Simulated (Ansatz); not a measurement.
A computed series for hypothetical CsCl type LaP: response to strain

Start from LaP in the CsCl type structure (space group Pm-3m, No. 221; a = 3.649 Å; a hypothetical phase, not in the database extracts checked; relaxed with 0.1 eV smearing).

Strains are applied to the cell and any free atomic positions relax.

The values are results of r2SCAN in Ansatz (plane waves to 500 eV, PAW, no spin-orbit coupling), not measurements.

Notes on the quantities. energy relative to the base: free energy F.

| isotropic strain (%) | energy relative to the base (meV/atom) |
|---|---|
| -3.52 | 72.8 |
| 0 | 0.0 |
| 1.42 | 10.3 |
| 2.59 | ? |
| 2.92 | 41.6 |

Problem. Fit ΔE = Aε² + Bε³ (ε in %) to the rows shown and predict the withheld row.

Solution. Least squares on the printed values gives A = 5.33 and B = -0.15 meV/atom (largest residual 0.0 meV/atom); this predicts 33.1 meV/atom, and the run gives 33.1 meV/atom, in agreement.

Stability against distortions was not tested. The final runs are not spin-polarised.

Ansatz is a program for electronic structure.
